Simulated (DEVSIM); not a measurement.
Structure: Ti/AlN/n-Si capacitor, at 300 K.

Layer 1 from the left is AlN, thickness (nm) 3.10. Layer 2 from the left is Si, thickness (nm) 13000, Nd (cm⁻³) 2.1e15.

Metal gate on the left, work function 4.33 eV. Fixed charge at the semiconductor interface 0 cm⁻² (in units of +e); no interface traps.

The device is made up for the run: typed textbook-type constants, with dimensions and the other settings drawn at random. Values at 300 K.

AlN: gap (eV) 6.1, affinity (eV) 1.9, permittivity 8.5. Si: gap (eV) 1.124, affinity (eV) 4.05, permittivity 11.7, Nc (cm⁻³) 2.86e19, Nv (cm⁻³) 3.1e19.

DEVSIM, 1D Poisson equation in equilibrium, Boltzmann statistics, complete ionisation; no quantum confinement or tunnelling. Metal contacts follow the ideal Schottky-Mott rule: no Fermi-level pinning, no interface dipoles.

### Question
What does the simulation give for the flat-band voltage, the threshold voltage (band bending 2φF)?

### Answer
flat-band voltage 0.03 V; threshold voltage (band bending 2φF) -0.60 V.
